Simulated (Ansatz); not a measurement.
TiC (I4/mmm): band-structure transport figures

Input:

```xyz
2
Lattice="0.0000 2.1536 2.1436 2.1536 0.0000 2.1436 2.1536 2.1536 0.0000" Properties=species:S:1:pos:R:3 pbc="T T T"
Ti     0.0000     0.0000     0.0000
C      2.1536     2.1536     2.1436
```

Calculation: PBEsol, rigid bands (plane waves, PAW, scalar-relativistic; Ansatz, a first-principles code). Condition of this run: biaxial stress xx = yy = -2 GPa (compression positive) (the target of the relaxation). Cell: cell and atoms relaxed with PBEsol, then loaded as said.

```json
{
 "density of states at the Fermi level": "0.290 states/(eV·cell), both spins",
 "bare Sommerfeld coefficient": "0.34 mJ/(mol of atoms·K²)",
 "drude_plasma_energy": "3.6 eV",
 "root-mean-square Fermi velocity": "5.8e5 m/s",
 "resistivity times τ": "38 ×10⁻²² Ω·m·s"
}
```

A metal at this level (no band gap); rigid bands, thermally averaged at 300 K, both spins. Spin-orbit coupling is left out. τ is one relaxation time for all states.
